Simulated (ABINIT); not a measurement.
Worked example: self-consistent single point of AgAu (R-3m, 2 atoms in the cell) in ABINIT.

Level of theory: LDA (PW92), norm-conserving pseudopotentials (PseudoDojo nc-sr-04 LDA standard) (plane waves; ABINIT).

```
CELL_PARAMETERS angstrom
      1.42756     0.82420     4.63319
     -1.42756     0.82420     4.63319
      0.00000    -1.64841     4.63319
ATOMIC_POSITIONS crystal
  Ag 0.00000 0.00000 0.00000
  Au 0.50000 0.50000 0.50000
```

Reference input (self-consistent single point, DFT, PBEsol, plane waves, norm-conserving pseudopotentials (PseudoDojo nc-sr-04 PBEsol standard)): pseudos = [Ag.upf, Au.upf]; ecut = 82 Ry; occopt = 3; tsmear = 0.00367493 Ha; ngkpt = 9 9 9; nshiftk = 1; shiftk = 0 0 0; potentials = PseudoDojo nc-sr-04 PBEsol standard; nband = 25; kptopt = 1; nstep = 80; tolvrs = 1e-10. This run's input differs from it in these lines:

```diff
@@ -1,2 +1,2 @@
-# AgAu, PseudoDojo nc-sr-04 PBEsol standard
+# AgAu, PseudoDojo nc-sr-04 LDA standard
 pp_dirpath "./"
@@ -15,3 +15,3 @@
         -0.0000000000   -0.0000007549   13.1331874404
-ecut 82 Ry
+ecut 86 Ry
 occopt 3
```

Its files differ too (potentials: PseudoDojo nc-sr-04 PBEsol standard → PseudoDojo nc-sr-04 LDA standard).

The program printed (abridged):

```
--- !BeginCycle
solver: {iscf: 7, nstep: 80, nline: 4, wfoptalg: 0, }
tolerances: {tolvrs: 1.00E-10, }
...

     iter   Etot(hartree)      deltaE(h)  residm     vres2
 ETOT  1  -302.37837089371    -3.024E+02 1.872E-01 5.180E+02
 ETOT  2  -302.51814648848    -1.398E-01 3.909E-02 3.990E+02
 ETOT  3  -302.54548981728    -2.734E-02 1.291E-02 2.097E+00
 ETOT  4  -302.54556584414    -7.603E-05 2.031E-03 1.565E+00
 ETOT  5  -302.54561790362    -5.206E-05 2.964E-03 1.133E-03
 ETOT  6  -302.54561794707    -4.345E-08 4.434E-04 1.973E-05
 ETOT  7  -302.54561794793    -8.590E-10 4.326E-04 6.374E-08
 ETOT  8  -302.54561794792     3.809E-12 5.042E-05 2.490E-09
 ETOT  9  -302.54561794793    -7.105E-12 6.212E-05 7.769E-11
 At SCF step    9       vres2   =  7.77E-11 < tolvrs=  1.00E-10 =>converged.

 Cartesian components of stress tensor (hartree/bohr^3)
  sigma(1 1)=  5.89696199E-05  sigma(3 2)=  5.17966225E-12
  sigma(2 2)=  5.89696277E-05  sigma(3 1)=  0.00000000E+00
  sigma(3 3)= -1.92286155E-05  sigma(2 1)=  0.00000000E+00

 ----iterations are completed or convergence reached----

 reduced coordinates (array xred) for    2 atoms
       0.000000000000      0.000000000000      0.000000000000
       0.500000000000      0.500000000000      0.500000000000
 cartesian forces (eV/Angstrom) at end:
    1     -0.00000000000000    -0.00000000000000    -0.00000000000000
    2     -0.00000000000000    -0.00000000000000    -0.00000000000000
 frms,max,avg= 0.0000000E+00 0.0000000E+00   0.000E+00  0.000E+00  0.000E+00 e/A
   [... lines left out ...]
 Fermi (or HOMO) energy (hartree) =   0.45472   Average Vxc (hartree)=  -0.50925
   [... lines left out ...]
total_energy        : -3.02545617947930E+02
total_energy_eV     : -8.23268494514204E+03
band_energy         : -2.56911328158204E+01
...

-Cartesian components of stress tensor (GPa)         [Pressure= -9.6806E-01 GPa]
- sigma(1 1)=  1.73494582E+00  sigma(3 2)=  1.52390899E-07
- sigma(2 2)=  1.73494605E+00  sigma(3 1)=  0.00000000E+00
- sigma(3 3)= -5.65725305E-01  sigma(2 1)=  0.00000000E+00

 Calculation completed.
```

The run converged in 9 iterations. Against the reference run the pressure goes from 4.01 to -0.97 GPa.

The starting cell comes from a database of computed structures (which also holds hypothetical and non-ambient phases and stackings), without a prior relaxation at this level. Its lattice was rescaled by a random factor within 2.5 % of one.

Cost on one core of a shared machine: roughly 7 min.
